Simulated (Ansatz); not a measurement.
The parent structure is C in the diamond structure (space group Fd-3m, No. 227).

C is modelled in the cubic space group Fd-3m, origin choice 1 (No. 227), the diamond structure, Pearson symbol cF8. Lattice parameters: a = b = c = 3.560 Å, α = β = γ = 90.00°. C on 8b is surrounded by 4 C at 1.542 Å (tetrahedral). (Neighbours: up to the widest gap in distance over summed covalent radii, below 1.35, at either atom.)
(The calculation used a cell of 2 atoms; values per cell refer to that cell.)

The values are results of r2SCAN in Ansatz (plane waves to 500 eV, PAW, without spin-orbit coupling), not measurements.

One change was made to it. Results:

```tsv
quantity	base	after
band gap	4.36 eV	4.41 eV
density	3.54 g/cm³	3.60 g/cm³
hole mass (degenerate bands, along [100])	0.28, 0.28, 0.47 mₑ (at Γ)	0.27, 0.27, 0.48 mₑ (at Γ)
```

Which of these changes matches the shifts?
A. pressure 30 GPa
B. pressure 9 GPa
C. pressure 22.5 GPa

B, pressure 9 GPa. For comparison, the band gap in the other runs: pressure 22.5 GPa gives 4.47 eV; pressure 30 GPa gives 4.51 eV.

Load acts through the strain it causes; cell and atoms are relaxed under it. Masses are band curvatures over ±0.01 Å⁻¹ around the edge. Stability against distortions was not tested. Competing high-pressure phases were not computed.

Ansatz is a program for electronic structure.
